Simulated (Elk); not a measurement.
Band structure of CdIn (P-6m2, 2 atoms in the cell).

```xyz
2
Lattice="3.2186 0.0000 0.0000 -1.6093 2.7874 0.0000 0.0000 0.0000 5.9161" Properties=species:S:1:pos:R:3 pbc="T T T"
Cd     0.0000     0.0000     2.9581
In     1.6093     0.9291     0.0000
```

Computed with Elk 10.2.4 with PBEsol, all-electron FP-LAPW, Elk's shipped species files, APW+lo basis with extra local orbitals.

Settings: xctype = 22; rgkmax = 7.5; stype = 3; swidth = 0.00367493 Ha; ngridk = 8 8 4; gmaxvr = 18 1/bohr; lmaxapw = 10; lmaxo = 8; nxlo = 2; lorbcnd = true; lradstp = 2; nrmtscf = 2; lmaxi = 4.

The starting cell comes from a database of computed structures (which also holds hypothetical and non-ambient phases and stackings), without a prior relaxation at this level. Its lattice was rescaled by a random factor within 2.5 % of one. Values depend on the basis (sphere radii, cutoffs, local orbitals), which need not be converged.

Levels in eV from the Fermi level, bands 16 to 23:
| point | 16 | 17 | 18 | 19 | 20 | 21 | 22 | 23 |
|---|---|---|---|---|---|---|---|---|
| Γ | -8.31 | -8.31 | -4.05 | -3.02 | 8.72 | 10.43 | 10.43 | 12.03 |
| M | -8.05 | -3.67 | -2.99 | 0.75 | 1.15 | 1.74 | 3.69 | 5.70 |
| K | -8.43 | -2.39 | -1.36 | -0.86 | 2.67 | 2.92 | 2.95 | 3.34 |
| A | -8.32 | -8.24 | -6.62 | 2.28 | 2.54 | 10.68 | 10.68 | 12.07 |
| L | -8.05 | -3.13 | -2.49 | -1.48 | -0.74 | 5.82 | 6.36 | 6.48 |
| H | -8.41 | -1.91 | -0.78 | -0.24 | 0.37 | 0.42 | 1.38 | 7.17 |

Bands cross the Fermi level along this path, so the cell is metallic at this level.
